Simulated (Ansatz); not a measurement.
## A computed series for AgI: carrier doping

Base system: AgI in the rock salt structure (space group Fm-3m, No. 225; a = 5.985 Å; a cell from a computed database, its experimental status unchecked).

Carriers are added at fixed cell with a uniform background; the Fermi–Dirac width is that of 300 K.

The values are results of PBEsol (Ansatz, a program for electronic structure; PAW; 420 eV plane waves; no spin-orbit coupling), not measurements.

Notes on the quantities. Fermi level from band edge: Fermi level relative to the doped band's edge (positive inside the band; to 0.05 eV).

```
case                      Fermi level from band edge  gap between the host's bands
------------------------  --------------------------  ----------------------------
undoped                                            –                       0.38 eV
electrons 7.0×10^20 cm⁻³                    +0.50 eV                       0.38 eV
electrons 1.5×10^21 cm⁻³                    +0.75 eV                       0.38 eV
electrons 3.0×10^21 cm⁻³                    +1.10 eV                       0.37 eV
holes 7.0×10^20 cm⁻³                        +0.05 eV                       0.40 eV
holes 1.5×10^21 cm⁻³                        +0.10 eV                       0.42 eV
holes 3.0×10^21 cm⁻³                        +0.15 eV                       0.46 eV
```

Charged cell with a jellium background: band edges are those of the host's band count, energies are not comparable with the neutral cell, and many-body gap narrowing is missing. With I present, leaving out spin-orbit coupling can change the band edges. Whether these cells are dynamically stable was not tested. This is not the structure that AgI has at room temperature and ambient pressure.
